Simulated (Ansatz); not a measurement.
The parent structure is BP in the rock salt structure (space group Fm-3m, No. 225; a = 4.289 Å; a hypothetical phase, not in the database extracts checked; relaxed with 0.1 eV smearing). Axes: x, y, z lie along the cube axes.

The change: biaxial strain −2.28 %, plane normal [001], relaxed out of plane (Cartesian); in-plane vectors clamped, the third vector and the atoms free.

Levels (all Ansatz, an electronic-structure program, PAW): PBEsol (420 eV, scalar-relativistic without spin-orbit coupling); r2SCAN (500 eV, scalar-relativistic without spin-orbit coupling).

The geometry is relaxed with PBEsol.

PBEsol pressure: 3.2 GPa

Task: What does r2SCAN give at this geometry for the pressure?

Result: The pressure goes up by 3.6 GPa, from 3.2 GPa to 6.8 GPa.

Single points use the geometry relaxed with PBEsol. Their cutoffs differ, which shifts pressures a little. Stability against distortions was not tested. The final runs are not spin-polarised.
